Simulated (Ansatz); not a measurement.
The cell is built on a prototype and need not be the phase stable at ambient conditions.

By r2SCAN, the system below comes out a metal.

A figure of merit of an interconnect metal is its ballistic conductance per area.

```
SnSe2
1.0
    3.83749     0.00000     0.00000
   -1.91874     3.32336     0.00000
    1.91874     1.10779     5.70470
Sn Se
1 2
Direct
  0.99838   0.99919   0.00243
  0.46506   0.23253   0.30242
  0.86996   0.43498   0.69506
```

Space group of this cell: R3m. The cell was relaxed by PBE-D3(BJ); by r2SCAN its mean pressure is 1.0 GPa.

The current flows along the normal of the first two printed cell vectors. No spin-orbit coupling; the value is a mean over 0.1 eV about the Fermi level.

**Question.** Estimate the ballistic conductance per area that r2SCAN (Ansatz, a program for electronic structure) returns for this system.

**Answer.** 0.53 × 10¹⁵ S/m² for both spins.
